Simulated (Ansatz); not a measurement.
BN (Fmm2, No. 42, 2 atoms in the cell; start mp-685145; a measured phase of this formula has another space group), treated with PBEsol (PAW; Ansatz, an electronic-structure program).

Numerical settings: plane-wave cutoff 520 eV, 16×16×16 k mesh, Fermi–Dirac smearing 0.01 eV, scalar-relativistic PAW data made under PBE.

Computed at the level's own relaxed cell.

```
CELL_PARAMETERS angstrom
      0.00000     3.57262     2.16788
      1.25248     0.00000     2.16788
      1.25248     3.57262     0.00000
ATOMIC_POSITIONS crystal
  B  0.00007 0.00007 0.99993
  N  0.66663 0.66663 0.33337
```

List the 6 lowest band energies at Γ above −25 eV (eV, relative to the valence band maximum), grouping those that round alike.

At Γ: -17.84, -4.64, -1.44 (×2), 4.54, 11.42.

Note: the cell has widely spaced layers and the level no dispersion term, so their spacing and the moduli can rest on weak binding.

A start named mp-… is a Materials Project structure, which need not be a measured phase.
